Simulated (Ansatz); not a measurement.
Results of PBEsol-D3(BJ) (plane waves, PAW; Ansatz, a quantum-chemistry and plane-wave program) for 1T (CdI2-type) MnBr2.

Numerical settings: plane-wave cutoff 520 eV, 12×12×6 k mesh (along the axes of the cell as run), Fermi–Dirac smearing 0.01 eV, spin-polarised with parallel moments, scalar-relativistic PAW data made under PBE.

Cell (relaxed at this level):

```xyz
3
Lattice="3.7461 0.0000 0.0000 -1.8730 3.2442 0.0000 0.0000 0.0000 5.9944" Properties=species:S:1:pos:R:3 pbc="T T T"
Mn     0.0000     0.0000     0.0000
Br     0.0000     2.1628     1.5045
Br     1.8730     1.0814     4.4900
```
Starting moments (μB, in the order of the record's atoms Mn Br Br): 4.0 0.0 0.0.

Question: Give the computed pressure derivative B′ of the bulk modulus, band gap, bulk modulus, smallest direct gap on the k points sampled and Γ–Γ gap.

Answer: 
- pressure derivative B′ of the bulk modulus: 9.4
- band gap: 1.08 eV (indirect)
- bulk modulus: 25.9 GPa
- smallest direct gap on the k points sampled: 1.16 eV
- Γ–Γ gap: 1.69 eV

Note: the magnetic order was assumed, not searched for or taken from measurement; the volume lies 7 % below that of the published cell; the bulk modulus comes from volumes at which shape and atoms were relaxed.

Spin–orbit coupling is not included.

Static lattice: no zero-point or thermal effects.

It cost about 10 core-minutes (a rough figure) of CPU time.
